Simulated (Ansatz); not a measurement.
The starting structures come from a database of crystals and need not be the phases stable at ambient conditions.

By PBEsol, the system below comes out a metal.

The ballistic (Sharvin) conductance counts the channels at the Fermi level: G/A = (e²/h) × channels of both spins per area.

Consider the following.

```
Ge
1.0
    2.73893     0.00000     0.00000
    0.00000     5.04600     0.00000
    1.36947    -2.52300     2.52300
Ge
2
Cartesian
  2.05420   0.00000   2.52300
  1.36947   0.00000   0.00000
```

Space group of this cell: I4_1/amd. The cell is strained (all lengths scaled by 0.98); by PBEsol its mean pressure is 4.5 GPa.

The current flows along the normal of the first two printed cell vectors, the (100) plane of the conventional cell. No spin-orbit coupling; the value is a mean over 0.1 eV about the Fermi level.

Question: Estimate the ballistic conductance per area that PBEsol (Ansatz, a quantum-chemistry and plane-wave program) returns for this system.

Answer: 1.1 × 10¹⁵ S/m² for both spins.
